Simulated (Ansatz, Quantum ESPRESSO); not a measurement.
**LuAl2Pd5 (I4/mmm, 8 atoms in the cell) computed with different codes at matched settings**

Self-consistent single point.

```
LuAl2Pd5
1.0
   -2.08764     2.08764     7.58168
    2.08764    -2.08764     7.58168
    2.08764     2.08764    -7.58168
Lu Al Pd
1 2 5
Direct
  0.00000   0.00000   0.00000
  0.25315   0.25315   0.00000
  0.74685   0.74685   0.00000
  0.64259   0.14259   0.50000
  0.35741   0.85741   0.50000
  0.14259   0.64259   0.50000
  0.85741   0.35741   0.50000
  0.50000   0.50000   0.00000
```

All programs got the same cell, k-point mesh and kind of occupations (in Ansatz's words: kpoints.mp_grid.grid = 5 5 5; scf.occupations.method = gaussian; scf.occupations.width = 0.272 eV); potentials, basis and cutoffs are each program's usual ones.

| code | model | pressure (GPa) | largest force (eV/Å) | cutoff |
|---|---|---|---|---|
| Quantum ESPRESSO | PBEsol, PSlibrary ultrasoft (PBE) pseudopotentials | -11.99 | 0.051 | 50 Ry |
| Ansatz | PBEsol, PAW files made with PBE | -11.56 | 0.148 | default |

Size of the force on each atom (eV/Å): Sizes of forces hide their directions.

```tsv
code	Lu1	Al2	Al3	Pd4	Pd5	Pd6	Pd7	Pd8
Quantum ESPRESSO	0.000	0.036	0.036	0.051	0.051	0.051	0.051	0.000
Ansatz	0.000	0.049	0.049	0.148	0.148	0.148	0.148	0.000
```

The spread over the programs that give each value: pressure within 0.43 GPa; largest force within 0.097 eV/Å.

The starting cell comes from a database of computed structures (which also holds hypothetical and non-ambient phases and stackings), without a prior relaxation at this level. Its lattice was rescaled by a random factor within 2.5 % of one. On Ansatz's run: Spin-orbit coupling is off. Spin polarisation is off. With a pressure of about -12 GPa the cell is away from its equilibrium volume at this level.

Task: Why do the programs differ, and what cannot be compared?

Result: Differences of this kind can come from the potentials, where these differ, and from what each basis and cutoff leave unconverged. The valence holds different numbers of electrons (Quantum ESPRESSO 67, Ansatz (an electronic-structure program) 121). The zero of total energies and Fermi levels follows the potentials and each program's conventions, so they are not compared here. Ansatz's pressure is given at a fixed set of plane waves, as the other plane-wave codes print theirs; with its correction for the finite basis it is -11.52 GPa.

Keys are those of Ansatz 0.2.
